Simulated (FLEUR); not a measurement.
## Worked example: self-consistent single point of SrC2 (R-3m, 3 atoms in the cell) in FLEUR

Level of theory: LDA (Perdew-Zunger), all-electron FLAPW (FLEUR), scalar-relativistic valence.

The input file:

Input of the input generator:

```
SrC2 crystal
&input film=f /
2.5173250580 1.4533781236 2.3066631111
-2.5173250580 1.4533781236 2.3066631111
-0.0000000000 -2.9067567760 2.3066627779
1.8897261246
1.0 1.0 1.0

3
38 0.0000000000 0.0000000000 0.0000000000
6 0.5915530000 0.5915530000 0.5915530000
6 0.4084470000 0.4084470000 0.4084470000

&comp jspins=1 /
&exco xctyp='pz' /
&kpt div1=9 div2=9 div3=9 /
&end /
```

```xml
<?xml version="1.0" encoding="UTF-8" standalone="no"?>
<fleurInput fleurInputVersion="0.39">
   <comment>
      SrC2 crystal                                                                                        
   </comment>
   <calculationSetup>
      <cutoffs Kmax="4.8" Gmax="19.2" GmaxXC="19.2" numbands="0"/>
      <scfLoop itmax="100" minDistance="0.00001" maxIterBroyd="15" imix="Anderson" alpha="0.05" precondParam="0.0" spinf="2.0"/>
      <coreElectrons ctail="T" frcor="F" kcrel="0" coretail_lmax="0"/>
      <xcFunctional name="pz" relativisticCorrections="F"/>
      <magnetism jspins="1"/>
      <soc l_soc="F" theta="0.0" phi="0.0" spav="F"/>
      <expertModes spex="0" secvar="F"/>
      <geometryOptimization l_f="T" forcealpha="1.0" forcemix="BFGS" epsdisp="0.00001" epsforce="0.00001"/>
      <ldaU l_linMix="F" mixParam="0.05" spinf="1.0"/>
   </calculationSetup>
   <cell>
      <bzIntegration valenceElectrons="18.0" mode="hist" fermiSmearingEnergy="0.0001">
         <kPointListSelection listName="default-1"/>
         <!-- k-points included here -->
         <xi:include xmlns:xi="http://www.w3.org/2001/XInclude" href="kpts.xml"> </xi:include>
      </bzIntegration>
      <!-- symmetry operations included here -->
      <xi:include xmlns:xi="http://www.w3.org/2001/XInclude" href="sym.xml"> </xi:include>
      <bulkLattice scale="1.0">
         <bravaisMatrix>
            <row-1>    4.7570549262128097     2.7464866090890476     4.3589615416967824</row-1>
            <row-2>   -4.7570549262128097     2.7464866090890476     4.3589615416967824</row-2>
            <row-3>    0.0000000000000000    -5.4929742174652700     4.3589609120400379</row-3>
         </bravaisMatrix>
      </bulkLattice>
   </cell>
   <atomSpecies>
      <species name="Strontium (Sr)" element="Sr" atomicNumber="38">
         <mtSphere radius="2.63" gridPoints="925" logIncrement="0.014"/>
         <atomicCutoffs lmax="10" lnonsphr="8"/>
         <electronConfig flipSpins="F">
            <coreConfig>(1s1/2) (2s1/2) (2p1/2) (2p3/2) (3s1/2) (3p1/2) (3p3/2) (3d3/2) (3d5/2)</coreConfig>
            <valenceConfig>(4s1/2) (4p1/2) (4p3/2) (5s1/2)</valenceConfig>
         </electronConfig>
         <energyParameters s="5" p="5" d="4" f="4"/>
         <lo type="SCLO" l="0" n="4" eDeriv="0"/>
         <lo type="SCLO" l="1" n="4" eDeriv="0"/>
      </species>
      <species name="Carbon (C)" element="C" atomicNumber="6">
         <mtSphere radius="1.09" gridPoints="387" logIncrement="0.026"/>
         <atomicCutoffs lmax="6" lnonsphr="4"/>
         <electronConfig flipSpins="F">
            <coreConfig>(1s1/2)</coreConfig>
            <valenceConfig>(2s1/2) (2p1/2) (2p3/2)</valenceConfig>
            <stateOccupation state="(2p1/2)" spinUp="0.3333333333333" spinDown="0.3333333333333"/>
            <stateOccupation state="(2p3/2)" spinUp="0.6666666666667" spinDown="0.6666666666667"/>
         </electronConfig>
         <energyParameters s="2" p="2" d="3" f="4"/>
      </species>
   </atomSpecies>
   <atomGroups>
      <atomGroup species="Strontium (Sr)">
         <relPos label="                   1">.0000000000 .0000000000 .0000000000</relPos>
         <force calculate="T" relaxXYZ="TTT"/>
      </atomGroup>
      <atomGroup species="Carbon (C)">
         <relPos label="                   2">-.4084470000 -.4084470000 -.4084470000</relPos>
         <relPos label="                   3">.4084470000 .4084470000 .4084470000</relPos>
         <force calculate="T" relaxXYZ="TTT"/>
      </atomGroup>
   </atomGroups>
   <output dos="F" band="F" slice="F">
      <checks vchk="F" cdinf="F"/>
      <bandDOS minEnergy="-.5*Htr" maxEnergy="0.5*Htr" sigma="0.015" storeEVData="T"/>
      <vacuumDOS vacdos="F" integ="F" star="F" nstars="0" locx1="0.0" locy1="0.0" locx2="0.0" locy2="0.0" nstm="0" tworkf="0.0"/>
      <unfoldingBand unfoldBand="F" supercellX="1" supercellY="1" supercellZ="1"/>
      <plotting iplot="0" polar="F">
         <plot TwoD="T" vec1="  1.0  0.0  0.0" vec2="  0.0  1.0  0.0" vec3="  0.0  0.0  1.0" zero="  0.0  0.0  0.0" file="plot"/>
      </plotting>
      <chargeDensitySlicing numkpt="0" minEigenval="0.0" maxEigenval="0.0" nnne="0" pallst="F"/>
      <specialOutput eonly="F"/>
      <magneticCircularDichroism mcd="F" energyLo="-10.0" energyUp="0.0"/>
   </output>
  <!-- We include the file relax.xml here to enable relaxations (see documentation) -->
  <xi:include xmlns:xi="http://www.w3.org/2001/XInclude" href="relax.xml"> <xi:fallback/> </xi:include>
</fleurInput>
```

Output, abridged:

```
      Welcome to FLEUR        (www.flapw.de)
      MaX-Release 8.1          (www.max-centre.eu)

 ========== k-point set info ==========
 Selected k-point list: default-1
 k-point list type: mesh
 9 x 9 x 9
 Number of k points: 85

 ------------Calculation Setup---------------------------
           1           5          17          85
 Number of basis functions:          673
 Iteration:     1   Distance:      17.73444619 me/bohr^3
 Iteration:     2   Distance:      16.16436549 me/bohr^3
 Iteration:     3   Distance:       6.44361106 me/bohr^3
 Iteration:     4   Distance:       6.85634682 me/bohr^3
 Iteration:     5   Distance:       0.96644059 me/bohr^3
 Iteration:     6   Distance:       0.65728918 me/bohr^3
   [... 4 lines left out ...]
 Iteration:    11   Distance:       0.00265145 me/bohr^3
 Iteration:    12   Distance:       0.00039451 me/bohr^3
 Iteration:    13   Distance:       0.00006769 me/bohr^3
 Iteration:    14   Distance:       0.00004392 me/bohr^3
 Iteration:    15   Distance:       0.00000535 me/bohr^3
 Reset of history

 Run finished successfully
 Stop message:
   Structural relaxation: new displacements generated

[file out, last iteration]
             iter=     16
          p o t e n t i a l   g e n e r a t o r
[...]
          integral of pseudo charge density inside the slab=        0.000000   0.000000
     coulomb potential in the interstitial region:
          density-coulomb potential integrals
          total density-coulomb potenti    -5101.0806694166
          density-effective potential integrals for spin  1
          total density-effective poten   -5.2488825347E+03
          charge density-energy density integrals
          total charge density-energy d   -1.1159503898E+02
 Updated energy parameters for spin:           1
  Atom    1 5s branch from -0.91 to  2.47 htr. ; e_l =  0.2792
  Atom    1 5p branch from -0.16 to  3.09 htr. ; e_l =  0.3875
  Atom    1 4d branch from -4.19 to  1.03 htr. ; e_l =  0.3937
  Atom    1 4f branch from -9.99 to  2.21 htr. ; e_l =  0.6124
  Atom    1 4s branch from-11.70 to -0.91 htr. ; e_l(l -0.9836
  Atom    1 4p branch from -8.87 to -0.16 htr. ; e_l(l -0.3273
  Atom    2 2s branch from -9.31 to  5.42 htr. ; e_l = -0.7524
  Atom    2 2p branch from -9.99 to  3.76 htr. ; e_l = -0.5831
  Atom    2 3d branch from -9.99 to 10.55 htr. ; e_l = -0.3946
  Atom    2 4f branch from -9.99 to 17.66 htr. ; e_l = -0.2351
[...]
 fermi energy and band-weighting factors:
at   0.44444   0.44444   0.44444   k-weight:    0.002743
   15 eigenvalues :
   -0.981401   -0.330083   -0.329269   -0.329269   -0.184067    0.082982    0.148210    0.148210
    0.251666    0.456314    0.456314    0.547453    0.547453    0.560598    0.574697
   [... 2 blocks of this kind left out ...]

[...]
FERMIE:
          first approx. to ef    (T=0)  :   0.258253 htr   (energy of the highest occ. eigenvalue)
          number of occ. states  (T=0)  :        765
          first approx. to seigv (T=0)  :  -2.878851 htr
          sum of weights of occ. states :   9.000000
          sum of semicore charge        :   0.000000 e
FERHIS:  Fermi-Energy by histogram:
          bandgap                     :   0.059669 htr
          charge neutrality (T=0)     :   0.000000    (zero if the highest occ. eigenvalue is "entirely" occupied)
          no eigenvalues within 8 tkb of ef reverts to the t=0 k method.
          number of occ. states       :       765
          sum of the valence weights  :    9.000000
          entropy         :   0.000000 *kb htr/K =   0.00000 htr/K
          sum of val. single particle energies:        -2.8788512222 htr
 Direct bandgap for spin            1 :    9.0035965461038370E-002  Htr
 at k-point           85  with k-vector    0.0000000000000000        0.0000000000000000        0.0000000000000000
          valence density: spin= 1
[...]
     l-like charge
     atom     s        p        d        f        total
 -->  1    2.02730  5.73769  0.20892  0.01625    7.99285
 -->  2    0.43019  0.78218  0.00613  0.00061    1.21922
          total charge for spin  1=   18.000000
          interst. charge =       7.568699
          mt charge=              7.992855    1.219223
          total charge  =   18.000000
          z= 38.     r(1)=  0.633756E-05     dx= 0.014000     m.t.index= 925
               n    l     j    energy       weight
               1.   0.   0.5 -584.0349      2.0000
               2.   0.   0.5  -78.6347      2.0000
               2.   1.   0.5  -71.5746      2.0000
   [... 6 lines left out ...]
          atom type    1  (spin 1)
          kinetic energy=  0.322286816367E+04     sum of the eigenvalues= -0.186328627158E+04
          0.00002391  electrons lost from core.
          z=  6.     r(1)=  0.477361E-04     dx= 0.026000     m.t.index= 387
               n    l     j    energy       weight
               1.   0.   0.5   -9.3345      2.0000
          atom type    2  (spin 1)
          kinetic energy=  0.314618907085E+02     sum of the eigenvalues= -0.186690401017E+02
          0.00170013  electrons lost from core.
          total charge for spin  1=   50.000000
          interst. charge =       7.572115
          mt charge=             35.992831    3.217527
          total charge  =   50.000000
          zc=    50.000000     qfix=    1.000000
     t o t a l  e n e r g y
          sum of eigenvalues =             -1903.5032030046
          density-coulomb potential int    -5101.0806694166
          density-effective potential i    -5248.8825346531
          charge density-ex.-corr.energ     -111.5950389763
          el.-nucl. inter. diff. m.t.       3824.9229260590
          Madelung term for atom type:       -18.9806521794
          el.-nucl. inter. diff. m.t.         78.6012213963
          Madelung term for atom type:       -12.5021405270
 ---->    total energy=                    -3251.7629821978 htr
 ---->    (input%tkb*entropy) TS=              0.0000000000 htr
 ---->    free energy=                     -3251.7629821978 htr
      extrapolation for T->0
 ---->    total electron energy=           -3251.7629821978 htr
 ***** TOTAL FORCES ON ATOMS *****
 TOTAL FORCE FOR ATOM TYPE=  1  X=  0.000   Y=  0.000   Z=  0.000
                       FX_TOT= 0.000000 FY_TOT= 0.000000 FZ_TOT= 0.000000
 TOTAL FORCE FOR ATOM TYPE=  2  X=  0.000   Y=  0.000   Z= -5.341
                       FX_TOT= 0.000000 FY_TOT= 0.000000 FZ_TOT=-0.004832
```

The run converged in 15 iterations. FLEUR gives forces in its relaxation mode, with a further iteration, so its stop message speaks of a relaxation.

The starting cell comes from a database of computed structures (which also holds hypothetical and non-ambient phases and stackings), without a prior relaxation at this level. Values depend on the basis (sphere radii, cutoffs, local orbitals), which need not be converged.

Cost on one core of a shared machine: roughly 2 min.
